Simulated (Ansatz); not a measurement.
Functionals compared on NH3 on the 1x1 (110) surface of zinc-blende InP (cut with top plane In + P), one in a 2x1 cell, started at the site 'hollow P', in Ansatz (plane waves, PAW). The structure was relaxed with PBE; the other rows are single points on it, each with its references at the same level. Cutoff 420 eV (500 eV for r2SCAN). HSE06 used the coarser mesh 2x3x1.

Host crystal: zinc-blende InP, with a band gap (PBE, scalar-relativistic without spin-orbit coupling).

Set-up: 24 atoms, 8.9 Å thick at the start under the adsorbate (thin: gaps and levels are the slab's own); mesh 3x4x1; 0.01 eV smearing; dipole correction on; 8 atoms held, the rest relaxed; no symmetry held; no spin, no spin-orbit, no U, no dispersion correction. At the end it is bonded to In. In PBE it is, or lies within 0.03 eV of, the lowest of the starts that converged. These notes are the PBE run's. Adsorption energies are against NH3(g). A negative adsorption energy means that the adsorbate is more stable on the surface than in its reference.

```json
[
 {"functional": "PBE", "adsorption energy (eV)": "-0.91", "rough cost of the single point": "–"},
 {"functional": "RPBE", "adsorption energy (eV)": "-0.69", "rough cost of the single point": "around 4 core-minutes (rough)"},
 {"functional": "r2SCAN", "adsorption energy (eV)": "-1.10", "rough cost of the single point": "around 6 core-minutes (rough)"},
 {"functional": "HSE06", "adsorption energy (eV)": "___", "rough cost of the single point": "around 100 core-minutes (rough)"}
]
```

What belongs in the gaps?


- HSE06, adsorption energy (eV): -0.99

Ansatz is a program for electronic structure.
